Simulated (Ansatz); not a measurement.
Band structure of Co (P6_3/mmc, 4 atoms in the cell).

```
CELL_PARAMETERS angstrom
      2.46636     0.00000     0.00000
     -1.23318     2.13593     0.00000
      0.00000     0.00000     8.07448
ATOMIC_POSITIONS crystal
  Co 0.00000 0.00000 0.00000
  Co 0.00000 0.00000 0.50000
  Co 0.33333 0.66667 0.25000
  Co 0.66667 0.33333 0.75000
```
Moments meant for the start (each program seeds them in its own way; μB, in the order of the atoms Co Co Co Co): 3.0 3.0 3.0 3.0.

Computed with PBE (plane waves, PAW; Ansatz, a first-principles code).

Settings: basis.ecutwfc = 30.9 Ry; kpoints.mp_grid.grid = 14 14 4; hamiltonian.xc = pbe; hamiltonian.pseudopotentials = {kind: paw} (the program's default PAW files); magnetization.spin_polarized = true; scf.occupations.method = fermi_dirac; scf.occupations.width = 0.0073 Ry; kpoints.band_path.npoints = 8.

The starting cell comes from a database of computed structures (which also holds hypothetical and non-ambient phases and stackings), without a prior relaxation at this level. Its lattice was rescaled by a random factor within 2.5 % of one. The magnetic order is the one reached from the typed start; others were not searched systematically.

Levels in eV from the Fermi level, bands 35 to 42 of the first spin channel:
| point | 35 | 36 | 37 | 38 | 39 | 40 | 41 | 42 |
|---|---|---|---|---|---|---|---|---|
| Γ | -1.49 | -1.18 | -1.18 | -0.77 | -0.77 | -0.41 | 6.24 | 14.73 |
| M | -0.52 | -0.49 | 0.18 | 1.29 | 2.47 | 3.09 | 7.03 | 7.06 |
| K | -0.87 | -0.80 | 4.88 | 4.88 | 5.39 | 5.75 | 6.48 | 6.48 |
| A | -1.65 | -1.65 | -0.95 | -0.95 | -0.95 | -0.95 | 9.22 | 9.22 |
| L | -0.53 | -0.53 | 1.22 | 1.22 | 2.77 | 2.77 | 7.37 | 7.37 |
| H | -0.74 | -0.74 | 4.94 | 4.94 | 5.54 | 5.54 | 6.12 | 6.12 |

Bands cross the Fermi level along this path, so the cell is metallic at this level.

The net moment of the cell came out as 6.44 μB.

Keys are those of Ansatz 0.2.
